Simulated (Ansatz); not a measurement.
Carrier properties of Ge under load (space group I4_1/amd)

Consider the following.

```
CELL_PARAMETERS angstrom
      0.00000     2.75257     2.90176
      2.75257     0.00000     2.90176
      2.75257     2.75257     0.00000
ATOMIC_POSITIONS crystal
  Ge 0.00000 0.00000 0.00000
  Ge 0.25000 0.25000 0.25000
```

Calculation: r2SCAN with spin-orbit coupling, rigid bands (plane waves, PAW; Ansatz, a program for electronic structure). Condition of this run: biaxial stress in (001) of 4.2 GPa (compression positive) (the target of the relaxation). How the cell was made: cell and atoms relaxed with PBEsol, then loaded as said.

```yaml
band_gap: 0.25 eV
electron conductivity mass (300 K, dilute): 0.145 (x), 0.145 (y), 0.119 (z) mₑ
effective density of states N_c (300 K): 1.3e19 cm⁻³
density_of_states_mass_electrons: 0.63 mₑ
Seebeck coefficient, n-type 1e19 cm⁻³, 300 K: -253 μV/K
best n-type power factor at 300 K for τ = 10 fs (best axis; densities from 1e16 to 1e21 cm⁻³ tried, whether or not they can be reached): 27 μW/(cm·K²) at 1e20 cm⁻³
```

Rigid bands; masses and Seebeck coefficients take one relaxation time τ for all states and one kind of carrier; polarons and phonon drag are left out. Geometry: cell and atoms relaxed with PBEsol.
